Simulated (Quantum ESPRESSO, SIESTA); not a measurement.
## Pressure against volume in zinc-blende AlN (space group 216) (SIESTA, LDA)

```
CELL_PARAMETERS angstrom
      0.00000     2.10482     2.10482
      2.10482     0.00000     2.10482
      2.10482     2.10482     0.00000
ATOMIC_POSITIONS crystal
  Al 0.00000 0.00000 0.00000
  N  0.75000 0.75000 0.75000
```

Computed with LDA PW92, numerical atomic orbitals TZP, PseudoDojo LDA standard norm-conserving potentials (rewritten from UPF to PSML) (SIESTA 5.4.2). Settings: XC.functional = LDA; XC.authors = PW92; potentials = PseudoDojo LDA standard; PAO.BasisSize = TZP; PAO.EnergyShift = 0.01 Ry; MeshCutoff = 520 Ry; kgrid.MonkhorstPack = 13 13 13; OccupationFunction = FD; ElectronicTemperature = 10 meV; MaxSCFIterations = 150; SCF.Mixer.Method = Broyden; SCF.Mixer.Weight = 0.2; SCF.Mixer.History = 6; SCF.DM.Tolerance = 1.0E-04. The cell above is the first row's. The rows scale it uniformly. In all rows fractional positions and the k mesh are held.

| V (Å^3/atom) | P (GPa) |
|---|---|
| 9.3250 | 22.82 |
| 9.5277 | 16.94 |
| 9.7304 | 11.62 |
| 9.9331 | 6.79 |
| 10.1358 | 2.42 |
| 10.3386 | -1.60 |
| 10.5413 | -5.23 |
| 10.7440 | -8.54 |
| 10.9467 | ? |

The 8 complete rows are fitted with a cubic, P against V. With u = V - 10.0, the rows have u = -0.6750, -0.4723, -0.2696, -0.0669, 0.1358, 0.3386, 0.5413, 0.7440. Least squares gives P = 5.293 - 21.9964·u + 5.2476·u² - 0.9189·u³. Residuals (row less fit): 0.006, -0.009, -0.003, 0.002, 0.020, -0.011, -0.008, 0.006; standard error 0.014 (degrees of freedom: 4). The fitted pressure is zero at V0 = 10.26, where dP/dV = -19.49, so B0 = -V0·dP/dV = 200 GPa.

Problem. What does the fit predict for P at V = 10.9467, and how far is the calculated value from it?

Solution. u = 0.9467, so P = 5.293 - 21.9964 × 0.9467 + 5.2476 × 0.9467² - 0.9189 × 0.9467³ = -11.608 GPa. The calculation gives -11.56 GPa, 0.048 GPa above the prediction (0.1 % of the range of P in the table). The row lies outside the fitted rows, so this is an extrapolation. From the scatter of the fitted rows alone, a prediction at this place has a standard error of 0.036 GPa, so the miss is 1.3 times that.

Carrying the step between the two nearest rows on in a straight line would have given -11.85, off by 0.29; series whose last step already gives the withheld value aren't shown. The scan was laid around a cell of about the measured size, scaled by a guess for this functional. This is a metastable polymorph. The runs keep the symmetry of the cell, so they don't test it for distortions. A plane-wave scan with the same functional (Quantum ESPRESSO, GBRV) gives V0 = 10.28 Å^3/atom and B0 = 211 GPa; a Birch-Murnaghan fit to all rows here lies -0.3 % from it in V0 and -5 % in B0; the two differ in basis, and may differ in potentials and mesh. Values carry the incompleteness of an atom-centred basis. Cutoffs and mesh are single choices, not tested for convergence of this quantity. Series with a scatter that would blur these digits, or in which a gap closes, are not shown.
